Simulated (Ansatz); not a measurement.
MgTe: element substitutions

Consider MgTe in the zinc blende structure (space group F-43m, No. 216; a = 6.4384 Å).

Each row replaces one element on all its sites; cell and atoms are relaxed.

Calculations: PBEsol (Ansatz, a program for electronic structure), without spin-orbit coupling, earlier PAW set.

```json
[
 {"case": "base", "lattice parameter a": "6.438 Å", "band gap": "2.35 eV"},
 {"case": "Te → Cu", "lattice parameter a": "___", "band gap": "zero"},
 {"case": "Te → Se", "lattice parameter a": "5.937 Å", "band gap": "___"},
 {"case": "Te → Rh", "lattice parameter a": "5.657 Å", "band gap": "zero"},
 {"case": "Te → Sn", "lattice parameter a": "6.522 Å", "band gap": "zero"}
]
```

What belongs in the blanks?


- Te → Cu, lattice parameter a: 5.807 Å
- Te → Se, band gap: 2.52 eV

With Te present, leaving out spin-orbit coupling can change the band edges. Stability against distortions was not tested. As relaxed here, MgCu, MgRh and MgSn are hypothetical phases, not in the database extracts checked. For MgSe in this form, whether it has been made was not checked. The final runs are not spin-polarised. MgRh has a high density of states at the Fermi level and may be magnetic at this level. This is not the structure that MgSe has at room temperature and ambient pressure.
